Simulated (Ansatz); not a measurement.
Abridged Ansatz (a program for electronic structure) output:

```
Relaxation: its limit of steps is 50 (relax.max_steps)
Pseudopotential: B, paw, valence charge 3
Pseudopotential: As, paw, valence charge 15
Crystal: 2 atoms, lattice volume = 26.959 Å³
Basis set: ecut = 500 eV, 685 PW (Γ), exchange–correlation on 100×100×100 points (64 copies of the dense FFT grid, shifted against one another)
Bands: 13, of which v1, the nominal top of the filled ones, is band 9 counted from 1 (8 counted from 0)
Symmetry: 8 space group operations
k-points: 163 of 1728 (time reversal used)
Functional: x = r2scan, c = r2scan; τ floored in thin density (d = 2e-4 eV/Å³)
SCF iter   1: F=—  HF=-5021.311061 eV  |F-HF|=—  |Δ(HF+E_count)|=         —  Δρ=5.88e-3  dr2=1.03e-2  dr2_τ=9.85e-2  ethr=1.77e-3  ⟨swp⟩=5.5  Hψ=12484  notcnv=0
SCF iter   2: F=—  HF=-5021.336173 eV  |F-HF|=—  |Δ(HF+E_count)|=   2.51e-2  Δρ=2.44e-3  dr2=8.50e-4  dr2_τ=1.12e-4  ethr=5.70e-5  ⟨swp⟩=2.0  Hψ=5542  notcnv=0
SCF 1 converged in 6 iterations: F = -5021.336326 eV  dr2 = 8.70e-9
relax step   1: F+E_penalty+E_count = -5021.33632590 eV  Δ(F+E_penalty+E_count) = +0.000e0 eV  max|allowed force component| = 1.678e-16 eV/Å  Δτ_max = 0.0000 Å  P = +2.195 GPa  Ω = 26.959 Å³  fix = [a, b, gamma]  reactions: a +3.354, b +3.354 GPa  (6 SCF iters, dr2 threshold 1.00e-7 eV, accepted)
[... steps on the carried basis left out ...]
relax step   3: F+E_penalty+E_count = -5021.33633154 eV  Δ(F+E_penalty+E_count) = +1.107e-7 eV  max|allowed force component| = 2.207e-16 eV/Å  Δτ_max = 0.0000 Å  P = +2.256 GPa  Ω = 26.949 Å³  energy of the carried Pulay correction = +1.539e-6 eV  fix = [a, b, gamma]  reactions: a +3.384, b +3.384 GPa  (3 SCF iters, dr2 threshold 3.59e-10 eV, accepted)
Crystal: 2 atoms, lattice volume = 26.949 Å³
SCF iter   1: F=—  HF=-5021.336330 eV  |F-HF|=—  |Δ(HF+E_count)|=         —  Δρ=8.85e-7  dr2=1.05e-10  dr2_τ=1.57e-11  ethr=2.02e-8  ⟨swp⟩=3.0  Hψ=17341  notcnv=0
SCF iter   2: F=—  HF=-5021.336330 eV  |F-HF|=—  |Δ(HF+E_count)|=   1.60e-7  Δρ=4.98e-7  dr2=4.34e-11  dr2_τ=6.53e-12  ethr=5.82e-13 (applied; sched 1.00e-12)  ⟨swp⟩=3.1  Hψ=4037  notcnv=0
SCF 4 converged in 5 iterations: F = -5021.336330 eV  dr2 = 2.39e-13
SCF converged after 5 iterations
Free energy (F): -5021.336330 eV
Internal energy: -5021.336330 eV  (E = F + TS)
E sigma→0 (E₀):  -5021.336330 eV
Entropy (-TS):   -0.000000 eV (-0.000 meV/atom)
Fermi energy:    11.876799 eV
--- Forces (eV/Å), atoms counted from 1 ---
  atom   1  B      0.00000000     0.00000000     0.00000000
  atom   2  As     0.00000000     0.00000000     0.00000000
--- Stress (GPa, compression-positive) ---
        3.383865       0.000000      -0.000000
        0.000000       3.383865       0.000000
       -0.000000       0.000000      -0.000248
  P = ⅓ Tr σ = 2.2558 GPa (22.558 kbar)
--- Relaxed structure (3 steps of the walk, 3 accepted, 1 SCFs on fresh bases) ---
  cell:  # Å, volume = 26.9487 Å³
    - [3.348871918, 1.32636349593554e-96, 3.704457440681636e-20]
    - [1.32636349593554e-96, 3.348871918, -4.9472405986235516e-33]
    - [1.674435959, -1.674435959, 2.4029309280439253]
  atoms:
    - { symbol: B, position: [4.381412560897894e-36, 4.55697083492766e-34, -8.762825121795787e-36] }
    - { symbol: As, position: [0.75, 0.75, 0.5000000000000001] }
```

Task: What was computed, and what are the main results?

Result: BAs, 2 atoms in the cell, with r2SCAN, PAW, 500 eV (Ansatz; no spin-orbit coupling). The last SCF converged to F = -5021.336330 eV, or -2510.6682 eV per atom, at a pressure of 2.26 GPa. The total energy compares only with runs of the same code, potentials and settings.

The cells carry an imposed strain or load. No phonon test of stability was made. The cell was made from BAs in the zinc blende structure (space group F-43m, No. 216) by this change: biaxial strain −1.00 %, plane normal [001], relaxed out of plane.

Keys are those of Ansatz 0.2.
